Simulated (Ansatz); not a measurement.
Consider MgO in the rock salt structure (space group Fm-3m, No. 225).

```
CELL_PARAMETERS angstrom
      0.00000     2.12687     2.12687
      2.12687     0.00000     2.12687
      2.12687     2.12687     0.00000
ATOMIC_POSITIONS crystal
  Mg 0.00000 0.00000 0.00000
  O  0.50000 0.50000 0.50000
```

Computed with PBE (Ansatz, an electronic-structure program), scalar-relativistic without spin-orbit coupling.

Before the change:

| Quantity | Result |
|---|---|
| Electron mass | 0.34 mₑ (at Γ) |
| Band gap | 4.46 eV |
| Hole mass | 0.38, 2.2, 2.2 mₑ (at Γ) |

One thing is altered: an isotropic linear strain of −1.00 %; the atoms relax in the strained cell.

**Question.** Predict the new energy relative to the base.

**Answer.** The energy rises by 4.2 meV/atom.

**Question.** Estimate the effect on the electron mass.

**Answer.** The electron mass changes from 0.34 mₑ (at Γ) to 0.35 mₑ (at Γ).

**Question.** What happens to the band gap?

**Answer.** The band gap goes up by 0.29 eV to 4.75 eV.

**Question.** Predict the new hole mass.

**Answer.** The hole mass (degenerate bands, along [100]) goes from 0.38, 2.2, 2.2 mₑ (at Γ) to 0.39, 2.1, 2.1 mₑ (at Γ).

Masses are band curvatures over ±0.01 Å⁻¹ around the edge. Whether these cells are dynamically stable was not tested.
